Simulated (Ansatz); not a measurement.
## A computed series for PtS: element substitutions

Start from PtS (space group P4_2/mmc, No. 131; a = 3.475 Å, c = 6.067 Å).

Each row replaces one element on all its sites; cell and atoms are relaxed.

Computed with Ansatz (a first-principles code), PBEsol, PAW, cutoff 420 eV, no SOC.

```
variant  c/a ratio  lattice parameter a
-------  ---------  -------------------
base         1.746              3.475 Å
S → Te       1.718              3.934 Å
Pt → Hg      1.802              3.864 Å
S → Ir       1.948              3.498 Å
```

Whether these cells are dynamically stable was not tested. As relaxed here, PtTe, HgS and IrPt are hypothetical phases, not in the database extracts checked. The final runs are not spin-polarised. IrPt has a high density of states at the Fermi level and may be magnetic at this level.
